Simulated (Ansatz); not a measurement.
# ZnCu2SnS4 under a change: biaxial strain −2.25 %, plane normal [001], relaxed out of plane

The parent structure is ZnCu$_{2}$SnS$_{4}$ (space group I-4, No. 82; a = 5.468 Å, c = 10.935 Å). Axes: x, y, z lie along a, b, c of the conventional cell.

Now apply this change: biaxial strain −2.25 %, plane normal [001], relaxed out of plane (Cartesian); in-plane vectors clamped, the third vector and the atoms free.

The values are results of Ansatz (an electronic-structure program), PBE, PAW, cutoff 420 eV, no spin-orbit coupling, not measurements. Γ-centred 9×9×9 mesh, Fermi–Dirac width 0.05 eV.

The volume per atom shrinks by 0.38 Å³ (20.44 Å³ → 20.06 Å³) and the space group stays I-4 (No. 82). The shortest interatomic distance decreases by 0.015 Å, from 2.317 Å to 2.302 Å and the energy rises by 5.3 meV/atom. The pressure (mean of the normal stresses, compression positive) goes from zero to 1.3 GPa and the band gap changes from zero to 0.09 eV (uncertain: the Fermi level lies in a band; the changed cell). The out-of-plane strain amounts to +2.72 % (rough) and the mean in-plane stress (compression positive) comes out as +1.9 GPa (rough).

Final structure (turned so that z lies along the plane normal):

```
CELL_PARAMETERS angstrom
      5.34523     0.00000     0.00000
      0.00000     5.34523     0.00000
      2.67262    -2.67262     5.61606
ATOMIC_POSITIONS crystal
  Cu 0.00000 0.00000 0.00000
  Cu 0.25000 0.25000 0.50000
  Zn 0.75000 0.75000 0.50000
  Sn 0.50000 0.50000 0.00000
  S  0.11191 0.36164 0.25835
  S  0.36164 0.62974 0.74165
  S  0.62974 0.89671 0.25835
  S  0.89671 0.11191 0.74165
```

Without a gap, meshes like the base's 9×9×9 leave anisotropic stresses uncertain by several tenths of a GPa, and small strain energies with them. Stability against distortions was not tested. All final runs are without spin polarisation. Gaps under 0.05 eV, about the width of the smearing, are given as zero. The zero or small gap of ZnCu2SnS4 can change with the level of theory.
